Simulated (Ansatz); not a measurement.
**Ag: response to strain**

Base system: Ag in the fcc (Cu type) structure (space group Fm-3m, No. 225; a = 4.054 Å; relaxed with 0.1 eV smearing). Axes: x, y, z lie along the cube axes.

Strains are applied to the cell and any free atomic positions relax; under biaxial strain the out-of-plane vector relaxes too.

Level of theory: PBEsol/PAW in Ansatz (a program for electronic structure), no SOC.

Candidates:
(a) biaxial strain +2.01 %, plane normal [001], relaxed out of plane
(b) isotropic strain +1.24 %
(c) uniaxial strain ε_yy = −0.86 %

Notes on the quantities. energy relative to the base: free energy F.

Q: Order them by energy relative to the base, highest first.

A: (b) isotropic strain +1.24 % (+8.1 meV/atom), (a) biaxial strain +2.01 %, plane normal [001], relaxed out of plane (+3.4 meV/atom), (c) uniaxial strain ε_yy = −0.86 % (+0.6 meV/atom)

Whether these cells are dynamically stable was not tested.
